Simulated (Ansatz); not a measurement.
Terminations of the (111) surface of fcc Ir, measured from the surface 'clean 1x1'. Atoms come from or go to: Au: fcc Au, Ir: fcc Ir. ΔE is the energy of forming the row's surface from that one (negative: more stable at these reservoirs); the vacuum level's shift is aligned on the shared bottom. No zero-point or thermal terms. These are constructed structures in small cells; real faces may alloy, dewet or reconstruct in larger ones, and not all known structures of the face are among them. Slabs of about 11 Å, Fermi-Dirac smearing of 0.1 eV. Bottom of the slabs: a bare face, its two planes held. Relaxed from the named starts with such symmetry as they have, on meshes of like density; energies extrapolated to zero smearing; spin only where a row says so; no spin-orbit coupling, no U. Brackets mark spin-polarised runs, whose order is one that fits the cell. A dash marks a value that is undefined for that row (no clear gap, or no work function of a gapped slab) or was not read reliably on its mesh.

Computed with PBE (plane waves to 420 eV, PAW; Ansatz, a program for electronic structure).

```csv
surface,atoms added per 1x1,ΔE per 1x1 (eV),shift of the vacuum level (eV),work function (eV)
"p(2x2), one Ir site of the top plane empty",-0.25 Ir,0.43,-0.34,5.15
a layer of Au in place of the second plane,"+1 Au, -1 Ir",…,0.36,5.86
one added row of Ir in 3,+0.333 Ir,0.34,-0.79,4.71
"(√3x√3)R30°, one Ir site of the top plane empty",-0.333 Ir,…,-0.49,5.01
```

### Question
Fill in the missing entries.

### Answer

- a layer of Au in place of the second plane, ΔE per 1x1 (eV): 0.79
- (√3x√3)R30°, one Ir site of the top plane empty, ΔE per 1x1 (eV): 0.49
